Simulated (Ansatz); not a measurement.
Cost and result by functional for the adsorption energy of CH3 on the 1x1 (111) surface of fcc Pt, one in a 2x2 cell, started at the site 'top Pt', in Ansatz (plane waves, PAW). Single points on the PBE structure, on one kind of machine; costs are rough ratios of the slab run's core time (references not counted) to the cheapest single point. r2SCAN's cost holds its higher cutoff (500 against 420 eV). Differences are taken against r2SCAN for comparison alone: no measured value is at hand, so the table doesn't rank accuracy.

Model: 20-atom slab, 6.9 Å thick at the start under the adsorbate (thin: gaps and levels are the slab's own), 6x6x1 mesh, Fermi-Dirac 0.1 eV, dipole correction, 8 atoms held, the rest relaxed; symmetry of the start imposed; spin-polarised, no spin-orbit, no U, no dispersion correction. The starting moment vanished. At the end it is bonded to Pt. In PBE it is, or lies within 0.03 eV of, the lowest of the starts that converged. These notes are the PBE run's. r2SCAN: The program's check for a lower electronic state was not made. Adsorption energies are against CH4(g) − ½ H2(g). A negative adsorption energy means that the adsorbate is more stable on the surface than in its reference.

| functional | relative cost | adsorption energy (eV) | less r2SCAN (eV) |
|---|---|---|---|
| RPBE | 1 | 0.65 | 0.33 |
| r2SCAN | 2 | 0.31 | 0.00 |
| PBE (the relaxed run's value) | – | 0.48 | 0.17 |

The values span 0.33 eV, while the single points' costs differ by a factor of roughly 2. Differences are of unrounded values.

Ansatz is a quantum-chemistry and plane-wave program.
